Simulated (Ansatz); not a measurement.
**A computed series for CuI: element substitutions**

The parent structure is CuI in the zinc blende structure (space group F-43m, No. 216; a = 5.939 Å).

Each row replaces one element on all its sites; cell and atoms are relaxed.

Levels (all Ansatz, a first-principles code, PAW, earlier PAW set): PBEsol (420 eV, spin-orbit coupling left out); r2SCAN (500 eV, without spin-orbit coupling); PBEsol+SOC (420 eV, spin-orbit coupling included).

Band gaps by level, all at the geometries relaxed with PBEsol:

| case | PBEsol | r2SCAN | PBEsol+SOC |
|---|---|---|---|
| base | 1.17 eV | 1.79 eV | 1.00 eV |
| Cu → Pd | zero | zero | zero |
| Cu → Pb | zero | zero | zero |

Single points use the geometry relaxed with PBEsol. Differences between runs with and without spin-orbit coupling are approximate. With I present, leaving out spin-orbit coupling can change the band edges. No phonon test of stability was made. As relaxed here, PdI and PbI are hypothetical phases, not in the database extracts checked. The runs without spin-orbit coupling are not spin-polarised. An odd electron count without spin: PdI and PbI. PdI has a high density of states at the Fermi level and may be magnetic at this level.
